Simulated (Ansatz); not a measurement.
```xyz
40
Lattice="5.5691 0.0020 -0.1290 0.0004 3.2157 0.0657 -0.1460 -0.5350 25.4884" Properties=species:S:1:pos:R:3 pbc="T T T"
B      2.0171     3.1037     1.0997
B      4.6579     1.4992     0.7431
B      0.1434     3.0496     3.6049
B      2.9585     1.4417     3.6207
B      3.9445     2.9965     6.2048
B      1.1452     1.3873     6.2340
B      2.1519     2.9410     8.8998
B      4.9196     1.3352     8.7497
B      0.3313     2.8889    11.4408
B      3.1490     1.2773    11.5696
P      2.9043     1.4826     1.6921
P      0.1202     3.0915     1.5847
P      1.0945     1.4282     4.2418
P      3.8981     3.0370     4.2495
P      4.8722     1.3756     6.7960
P      2.1050     2.9821     6.9034
P      3.1057     1.3196     9.5209
P      0.2859     2.9286     9.5138
P      1.2305     1.2677    12.0465
P      4.1437     2.8735    12.1627
Ga     5.1420     1.0332    23.2802
Ga     3.5440     2.8065    15.4108
Ga     2.1806    -0.5937    24.4662
Ga     0.9368     1.2202    14.3595
O      1.2947     1.0238    23.9606
O      1.9244     2.8243    14.5695
O      4.1065     0.9884    24.8195
O      4.6082     2.8401    13.7817
O      3.6056     1.1801    16.2834
O      5.1196    -0.5548    22.2787
Ga     0.7245    -0.4478    17.2674
Ga     2.3373     1.0733    21.5376
Ga     3.4618     1.1377    18.3261
Ga     5.2174    -0.5136    20.3488
O      2.3304    -0.4665    18.1326
O      0.8063     1.0928    20.4756
O      4.8738    -0.4710    18.3337
O      3.7792     1.0991    20.2367
O      2.5844    -0.5532    22.4119
O      0.6050     1.1813    16.2639
```

The first 20 atoms are the substrate (BP-zb), the rest the film (Ga2O3-b).

Methods: PBE (plane waves to 420 eV, PAW; Ansatz, an electronic-structure program); HSE06 (plane waves to 420 eV, PAW; Ansatz). Geometries and values that name no level are of the first. Scalar-relativistic, without spin–orbit coupling; PBE gaps are too small against experiment. Its k-point mesh 4×7×1, Fermi–Dirac width 0.05 eV. HSE06 ran on meshes of its own (7×7×7, 5×3×2); its edges and gaps are taken over the mesh and over extra points off it, mostly where PBE has its edges.

Q: Describe the bonding at the interfaces and give the band alignment.

A: A periodic stack without vacuum, beta Ga2O3 (1 0 0) on zinc-blende BP (1 1 1) (film strained to the substrate, started from cuts of the bulks and a machine-learned relaxation; metallic at this level, with no gap by band count; slabs B10P10 and Ga8O12, which can lie off the formulas): substrate slab B10P10, film Ga8O12, surface cells [[-1, 2], [-1, 0]] and [[0, 1], [-1, 0]], film strained by -5.2 and +4.3 %, outermost planes B/P and GaO/GaO as cut, which need not be the usual terminations and can put a slab off its formula.
* **interface area**: 17.9 Å²
* **period**: 25.48 Å
* **heights between the nearest atoms of the two slabs at the two interfaces**: 1.63 and 1.42 Å
* **B–Ga contacts across the interfaces within 1.22 times the sum of covalent radii**: 1, mean 2.08 Å
* **B–O contacts across the interfaces within 1.22 times the sum of covalent radii**: 1, mean 1.47 Å
* **Ga–P contacts across the interfaces within 1.22 times the sum of covalent radii**: 1, mean 2.33 Å
* **O–P contacts across the interfaces within 1.22 times the sum of covalent radii**: 1, mean 1.68 Å
* **PBE gap of the stack on the mesh, by band count**: none or nearly none, so that the stack is metallic at this level
* **two interfaces**: unlike, so that offsets are their mean
* **Fermi level over the substrate's valence edge (PBE)**: +0.36 eV
* **valence offset, film less substrate (PBE, at the middle of a substrate layer that carries a field)**: -1.71 eV
* **conduction offset (PBE, at the middle of a substrate layer that carries a field)**: -1.28 eV
* **valence offset, film less substrate (HSE06 edges on the PBE line-up, at the middle of a substrate layer that carries a field)**: -2.56 eV
* **conduction offset (HSE06 edges on the PBE line-up, at the middle of a substrate layer that carries a field)**: -1.12 eV
* **spin-polarised check at this geometry**: falls back to no moment
* **slope of the mean potential energy in the substrate**: -15.6 MV/cm × e
* **levels of the stack inside the substrate's PBE gap at the listed points (of the film's bands or of the interfaces)**: 6
